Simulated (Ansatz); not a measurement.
Start from NbP (space group I4_1md, No. 109; a = 3.320 Å, c = 11.291 Å; relaxed with 0.1 eV smearing). Axes: x, y, z lie along a, b, c of the conventional cell.

Computed with PBEsol (Ansatz, a first-principles code; PAW; 420 eV plane waves; no spin-orbit coupling), earlier PAW set.

Now apply this change: biaxial strain −2.50 %, plane normal [001], relaxed out of plane (Cartesian); in-plane vectors clamped, the third vector and the atoms free.

Task: Estimate the effect on the out-of-plane strain and energy relative to the base.

Result: The out-of-plane strain is +2.61 %; the energy rises by 24 meV/atom.

No phonon test of stability was made. The final runs are not spin-polarised.
